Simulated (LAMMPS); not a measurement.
Consider a free-standing liquid film of Si, 896 atoms, at 2280 K in molecular dynamics.

Level of theory: classical MD, pair style meam, file AlSiMgCuFe.meam, run in LAMMPS.

```json
{
  "surface_tension": "0.33 ± 0.01 N/m",
  "excess_potential_energy_of_the_surface": "0.69 J/m²",
  "number_density_in_the_middle": "0.0459 Å⁻³",
  "cost": "roughly 18 core-minutes"
}
```

Potential: file AlSiMgCuFe.meam of the LAMMPS distribution; its header cites Jelinek, Groh, Horstemeyer, Houze, Kim, Wagner, Moitra and Baskes, Phys Rev B, 85, 245102 (2012).

Errors shown are sampling errors alone.
